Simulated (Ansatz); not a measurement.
**Effect of tensor shear ε_xy = +2.00 % on ZnS**

Consider ZnS in the zinc blende structure (space group F-43m, No. 216; a = 5.3891 Å). Axes: x, y, z lie along the cube axes.

One thing is altered: tensor shear ε_xy = +2.00 % (engineering shear γ = 0.0400); the atoms relax in the strained cell.

The values are results of plane-wave PAW DFT at the r2SCAN level (Ansatz, a quantum-chemistry and plane-wave program, 500 eV), scalar-relativistic without spin-orbit coupling, not measurements. Settings: 11×11×11 k-points, 0.05 eV Fermi–Dirac smearing.

| quantity | base | changed | shift |
|---|---|---|---|
| volume per atom | 19.56 Å³ | 19.56 Å³ | -0.008 Å³ |
| space group | F-43m (No. 216) | Imm2 (No. 44) | – |
| shortest interatomic distance | 233.4 pm | 232.5 pm | -0.83 pm |
| energy relative to the base (free energy F) | 0 meV/atom | +4.9 meV/atom | +4.9 meV/atom |
| pressure (mean of the normal stresses, compression positive) | 0.0 kbar | 0.1 kbar | +0.15 kbar |
| band gap | 2.70 eV | 2.56 eV | -0.14 eV |
| gap character | direct at Γ | direct at Γ | – |
| valence-band top at Γ (three highest levels, from the VBM) | 0.00, 0.00, 0.00 eV | 0.00, -0.12, -0.22 eV | – |
| valley order (the lowest conduction-band minima on the path, energy above the VBM, named in the base's zone) | Γ 2.70 eV; X along ⟨100⟩ 3.71 eV; L along ⟨111⟩ 3.82 eV | Γ 2.56 eV; X along [001] 3.46 eV; L along [1-1-1] 3.54 eV; X along [010] 3.59 eV | – |
| largest internal atomic displacement | – | 0.019 Å | – |
| stress (xx, yy, zz, yz, xz, xy; compression positive) | – | (0.03, 0.03, -0.02, 0.00, 0.00, -2.01) GPa | – |

Stability against distortions was not tested. Labels are those of the standard path for the cell's own space group.
